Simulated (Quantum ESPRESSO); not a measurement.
Quantum ESPRESSO run on Na3Ga (Pm-3m, 4 atoms in the cell): self-consistent single point.

Computed with PBEsol, SSSP 1.1.2 efficiency (PBE) pseudopotentials (plane waves; Quantum ESPRESSO 7.5).

```yaml
crystal:
  lattice:
    - [4.94161, 0.00000, 0.00000]
    - [0.00000, 4.94161, 0.00000]
    - [0.00000, 0.00000, 4.94161]
  atoms:
    - { symbol: Na, position: [0.50000, 0.00000, 0.50000] }
    - { symbol: Na, position: [0.00000, 0.50000, 0.50000] }
    - { symbol: Na, position: [0.50000, 0.50000, 0.00000] }
    - { symbol: Ga, position: [0.00000, 0.00000, 0.00000] }
```

Reference input (self-consistent single point, DFT, LDA (PZ), plane waves, GBRV 1.5 ultrasoft (LDA) pseudopotentials): ecutwfc = 50 Ry; ecutrho = 250 Ry; occupations = smearing; smearing = fd; degauss = 0.0099958 Ry; potentials = {Na: na_lda_v1.5.uspp.F.UPF, Ga: ga_lda_v1.4.uspp.F.UPF}; K_POINTS = automatic 9 9 9 0 0 0; conv_thr = 1e-10 Ry. This run's input differs from it in these lines:

```diff
@@ -12,4 +12,4 @@
    ntyp = 2
-   ecutwfc = 50
-   ecutrho = 250
+   ecutwfc = 70
+   ecutrho = 560
    occupations = 'smearing'
@@ -17,2 +17,3 @@
    degauss = 0.0099958
+   input_dft = 'pbesol'
 /
@@ -22,4 +23,4 @@
 ATOMIC_SPECIES
-Na    22.9898  na_lda_v1.5.uspp.F.UPF
-Ga    69.7230  ga_lda_v1.4.uspp.F.UPF
+Na    22.9898  na_pbe_v1.5.uspp.F.UPF
+Ga    69.7230  Ga.pbe-dn-kjpaw_psl.1.0.0.UPF
 ATOMIC_POSITIONS {crystal}
```

Log, with long lists cut:

```
     Self-consistent Calculation

     iteration #  1     ecut=    70.00 Ry     beta= 0.70

     Threshold (ethr) on eigenvalues was too large:
     Diagonalizing with lowered threshold

     total energy              =    -560.30315913 Ry
     estimated scf accuracy    <       0.03365030 Ry

     iteration #  2     ecut=    70.00 Ry     beta= 0.70

     total energy              =    -560.31048065 Ry
     estimated scf accuracy    <       0.01305748 Ry

     iteration #  3     ecut=    70.00 Ry     beta= 0.70

     total energy              =    -560.31334716 Ry
     estimated scf accuracy    <       0.00025173 Ry

   [... 23 blocks of this kind left out ...]

     iteration # 27     ecut=    70.00 Ry     beta= 0.70

     total energy              =    -560.31374848 Ry
     estimated scf accuracy    <          2.3E-10 Ry

     iteration # 28     ecut=    70.00 Ry     beta= 0.70
     End of self-consistent calculation

     the Fermi energy is     2.9103 ev

!    total energy              =    -560.31374848 Ry
     estimated scf accuracy    <          1.0E-10 Ry
     smearing contrib. (-TS)   =      -0.00833782 Ry
     internal energy E=F+TS    =    -560.30541066 Ry

     convergence has been achieved in  28 iterations

     Forces acting on atoms (cartesian axes, Ry/au):

     atom    1 type  1   force =     0.00000000    0.00000000    0.00000000
   [... zero for the other atoms too ...]

     Total force =     0.000000     Total SCF correction =     0.000000

          total   stress  (Ry/bohr**3)                   (kbar)     P=      -12.49
  -0.00008491   0.00000000   0.00000000          -12.49        0.00        0.00
   0.00000000  -0.00008491   0.00000000            0.00      -12.49        0.00
   0.00000000   0.00000000  -0.00008491            0.00        0.00      -12.49

   JOB DONE.
```

The run converged in 28 iterations. Against the reference run the pressure goes from -2.18 to -1.25 GPa.

The starting cell comes from a database of computed structures (which also holds hypothetical and non-ambient phases and stackings), without a prior relaxation at this level. Its lattice was rescaled by a random factor within 2.5 % of one.

Cost on one core of a shared machine: roughly 7 min.
